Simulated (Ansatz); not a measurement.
# Te with two functionals, uniaxial strain ε_zz = +0.72 %

The reference is Te (space group P3_121, No. 152; a = 4.5211 Å, c = 5.9549 Å; made of chains). Axes: x lies along a and z along c of the hexagonal cell.

(Cell as relaxed with PBE.)

Levels (all Ansatz, a first-principles code, PAW, earlier PAW set): PBE (420 eV, spin-orbit coupling left out); r2SCAN (500 eV, spin-orbit coupling left out).

Each level relaxes its own structure.

```json
[
 {"base": "volume per atom", "PBE": "35.14 Å³", "r2SCAN": "36.44 Å³"},
 {"base": "lattice parameter a", "PBE": "4.521 Å", "r2SCAN": "4.624 Å"},
 {"base": "band gap", "PBE": "0.23 eV", "r2SCAN": "0.54 eV"}
]
```

The change: the cell is stretched by 0.72 % along z with no lateral relaxation, atoms relaxed at fixed cell.

| quantity | PBE | r2SCAN |
|---|---|---|
| stress (xx, yy, zz, yz, xz, xy; compression positive) | (-0.14, -0.14, -0.45, 0.00, 0.00, 0.00) GPa | (withheld) |
| energy relative to the base (free energy F) | +0.4 meV/atom | (withheld) |

Question: What does r2SCAN give?

Answer: 
- stress (xx, yy, zz, yz, xz, xy; compression positive), r2SCAN: (-0.12, -0.12, -0.42, 0.00, 0.00, 0.00) GPa
- energy relative to the base (free energy F), r2SCAN: +0.3 meV/atom

The two differ in detail. Neither level is exact; r2SCAN is the comparison here, not a measurement.

Spin-orbit coupling, missing from the scalar runs, can matter with Te. Whether these cells are dynamically stable was not tested. No dispersion term is included, though the crystal is made of layers, chains or molecules, so its spacings can come out too wide. A zero or small gap of Te can be the functional's error rather than a property of the material.
